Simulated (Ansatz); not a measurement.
The parent structure is HgSe in the zinc blende structure (space group F-43m, No. 216).

```yaml
crystal:
  lattice:
    - [0.00000, 3.03148, 3.03148]
    - [3.03148, 0.00000, 3.03148]
    - [3.03148, 3.03148, 0.00000]
  atoms:
    - { symbol: Hg, position: [0.00000, 0.00000, 0.00000] }
    - { symbol: Se, position: [0.25000, 0.25000, 0.25000] }
```

Cartesian axes are those of the cell as printed.

Method: Ansatz (a first-principles code), LDA, PAW, cutoff 420 eV, without spin-orbit coupling.

Strains are applied to the cell and any free atomic positions relax; under biaxial strain the out-of-plane vector relaxes too.

One change was made to it. Results:

```tsv
quantity	base	after
energy relative to the base (free energy F)	0 meV/atom	+0.3 meV/atom
volume per atom	27.86 Å³	27.98 Å³
pressure (mean of the normal stresses, compression positive)	0.0 GPa	-0.3 GPa
```

Question: Which of these changes matches the shifts?
A) biaxial strain +2.50 %, plane normal [111], relaxed out of plane
B) biaxial strain +1.25 %, plane normal [111], relaxed out of plane
C) biaxial strain +0.42 %, plane normal [111], relaxed out of plane
D) biaxial strain +1.67 %, plane normal [111], relaxed out of plane
E) biaxial strain −0.42 %, plane normal [111], relaxed out of plane

Answer: C, biaxial strain +0.42 %, plane normal [111], relaxed out of plane. For comparison, the volume per atom in the other runs: biaxial strain −0.42 %, plane normal [111], relaxed out of plane gives 27.74 Å³; biaxial strain +1.25 %, plane normal [111], relaxed out of plane gives 28.23 Å³; biaxial strain +1.67 %, plane normal [111], relaxed out of plane gives 28.36 Å³; biaxial strain +2.50 %, plane normal [111], relaxed out of plane gives 28.61 Å³.

The mesh was chosen for an insulator and is coarse for the gapless case. Whether these cells are dynamically stable was not tested. All final runs are without spin polarisation.
